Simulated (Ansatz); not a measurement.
Start from SnS2 in the CdI2 type structure (space group P-3m1, No. 164; layered, stacked along the Cartesian z axis).

```
SnS2
1.0
    3.62603     0.00000     0.00000
   -1.81302     3.14024     0.00000
    0.00000     0.00000     5.57350
Sn S
1 2
Direct
  0.00000   0.00000   0.00000
  0.33333   0.66667   0.26443
  0.66667   0.33333   0.73557
```

Cartesian axes are those of the cell as printed.

Method: PBEsol-D3(BJ) (Ansatz, a quantum-chemistry and plane-wave program, PAW, no spin-orbit coupling).

One thing is altered: uniaxial strain ε_yy = +2.74 %, all other strain components held at zero; the atoms relax in the strained cell.

**Question.** What happens to the stress and energy relative to the base?

**Answer.** The stress (xx, yy, zz, yz, xz, xy; compression positive) is (-0.92, -3.48, -0.54, -0.04, 0.00, 0.00) GPa; the energy goes up by 6.5 meV/atom.

Stability against distortions was not tested.
